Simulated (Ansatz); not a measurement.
## A computed series for C: response to strain

Take C in the diamond structure (space group Fd-3m, No. 227; a = 3.554 Å) as the base.

Strains are applied to the cell and any free atomic positions relax.

Computed with PBEsol in Ansatz (plane waves to 420 eV, PAW, spin-orbit coupling left out).

Notes on the quantities. energy relative to the base: free energy F.

```tsv
isotropic strain (%)	energy relative to the base (meV/atom)
-3	69.2
-1.5	16.6
-1	7.3
-0.5	1.8
0	0.0
0.5	?
1	6.9
1.5	15.3
3	58.9
```

**Question.** Fit ΔE = Aε² + Bε³ (ε in %) to the rows shown and predict the withheld row.

**Answer.** Least squares on the printed values gives A = 7.11 and B = -0.19 meV/atom (largest residual 0.1 meV/atom); this predicts 1.8 meV/atom, and the run gives 1.7 meV/atom, in agreement.

Whether these cells are dynamically stable was not tested.

Ansatz is a quantum-chemistry and plane-wave program.
